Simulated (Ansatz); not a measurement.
# AlN: isotropic strain +3.00 %

Base system: AlN in the wurtzite structure (space group P6_3mc, No. 186; a = 3.1138 Å, c = 4.9833 Å).

The change: an isotropic linear strain of +3.00 %; the atoms relax in the strained cell.

Method: PBEsol, PAW, 420 eV (Ansatz, a program for electronic structure; without spin-orbit coupling). Settings: 12×12×7 k-points, 0.05 eV Fermi–Dirac smearing.

| quantity | base | changed | shift |
|---|---|---|---|
| volume per atom | 10.46 Å³ | 11.43 Å³ | +0.97 Å³ |
| shortest interatomic distance | 1.891 Å | 1.949 Å | +0.058 Å |
| energy relative to the base (free energy F) | 0 meV/atom | +49 meV/atom | +49 meV/atom |
| pressure (mean of the normal stresses, compression positive) | 0.1 kbar | -149.8 kbar | -149.9 kbar |
| band gap | 4.09 eV | 3.36 eV | -0.739 eV |
| gap character | direct at Γ | direct at Γ | – |
| mean gap deformation potential ΔEg/Δln V | – | -8.3 eV | – |
| width of the top valence band | 2.41 eV | 2.26 eV | -0.15 eV |
| valence-band top at Γ (three highest levels, from the VBM) | 0.00, -0.22, -0.22 eV | 0.00, -0.19, -0.19 eV | – |

Final structure:

```yaml
crystal:
  lattice:
    - [3.20723, 0.00000, 0.00000]
    - [-1.60361, 2.77754, 0.00000]
    - [0.00000, 0.00000, 5.13285]
  atoms:
    - { symbol: Al, position: [0.33333, 0.66667, 0.00033] }
    - { symbol: Al, position: [0.66667, 0.33333, 0.50033] }
    - { symbol: N, position: [0.33333, 0.66667, 0.38167] }
    - { symbol: N, position: [0.66667, 0.33333, 0.88167] }
```

Stability against distortions was not tested.
